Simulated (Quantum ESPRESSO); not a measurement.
Input and output of a self-consistent single point for As (R-3m, 2 atoms in the cell) (Quantum ESPRESSO).

Method: PBE, PSlibrary PAW (PBE) pseudopotentials (plane waves; Quantum ESPRESSO).

The change in words: lattice scaled by 0.98. Reference geometry:
```
CELL_PARAMETERS angstrom
      3.68036    -1.88000     0.00000
      3.68036     1.88000     0.00000
      2.72002     0.00000     3.11142
ATOMIC_POSITIONS crystal
  As 0.22700 0.22700 0.22700
  As 0.77300 0.77300 0.77300
```

Reference input (self-consistent single point, DFT, PBE, plane waves, PSlibrary PAW (PBE) pseudopotentials): ecutwfc = 30 Ry; ecutrho = 180 Ry; occupations = smearing; smearing = fd; degauss = 0.0036749 Ry; potentials = {As: As.pbe-n-kjpaw_psl.1.0.0.UPF}; K_POINTS = automatic 7 7 7 0 0 0; conv_thr = 1e-11 Ry. This run's input differs from it in these lines:

```diff
@@ -23,5 +23,5 @@
 CELL_PARAMETERS bohr
-   6.95487964    -3.55268511    -0.00000000
-   6.95487964     3.55268511    -0.00000000
-   5.14010036     0.00000000     5.87973559
+   6.81578242    -3.48163175     0.00000053
+   6.81578242     3.48163175     0.00000053
+   5.03729802     0.00000000     5.76214182
 ATOMIC_POSITIONS crystal
```

Output (repeated stretches shortened):

```
     Self-consistent Calculation

     iteration #  1     ecut=    30.00 Ry     beta= 0.70

     Threshold (ethr) on eigenvalues was too large:
     Diagonalizing with lowered threshold

     total energy              =    -351.97637636 Ry
     estimated scf accuracy    <       0.01170921 Ry

     iteration #  2     ecut=    30.00 Ry     beta= 0.70

     total energy              =    -351.97653785 Ry
     estimated scf accuracy    <       0.00082925 Ry

     iteration #  3     ecut=    30.00 Ry     beta= 0.70

     total energy              =    -351.97655735 Ry
     estimated scf accuracy    <       0.00000282 Ry

   [... 2 blocks of this kind left out ...]

     iteration #  6     ecut=    30.00 Ry     beta= 0.70

     total energy              =    -351.97655883 Ry
     estimated scf accuracy    <          2.1E-11 Ry

     iteration #  7     ecut=    30.00 Ry     beta= 0.70
     End of self-consistent calculation

     Number of k-points >= 100: set verbosity='high' to print the bands.

     the Fermi energy is     8.5301 ev

!    total energy              =    -351.97655883 Ry
     estimated scf accuracy    <          1.0E-12 Ry
     smearing contrib. (-TS)   =      -0.00018369 Ry
     internal energy E=F+TS    =    -351.97637513 Ry

     convergence has been achieved in   7 iterations

     Forces acting on atoms (cartesian axes, Ry/au):

     atom    1 type  1   force =     0.02500991    0.00000000    0.00771933
     atom    2 type  1   force =    -0.02500991   -0.00000000   -0.00771933

     Total force =     0.037016     Total SCF correction =     0.000000

          total   stress  (Ry/bohr**3)                   (kbar)     P=       90.27
   0.00048930   0.00000000  -0.00006043           71.98        0.00       -8.89
  -0.00000000   0.00068510   0.00000000           -0.00      100.78        0.00
  -0.00006043   0.00000000   0.00066645           -8.89        0.00       98.04

   JOB DONE.
```

The run converged in 7 iterations. Against the reference run the free energy rises by 48.2 meV/atom, the pressure goes from 3.25 to 9.03 GPa and the largest force goes from 0.234 to 0.673 eV/Å.

The starting cell has typed, rounded lattice constants, without a prior relaxation at this level. For this run, on top of that: lattice scaled by 0.98. With a pressure of about 9 GPa the cell is away from its equilibrium volume at this level.
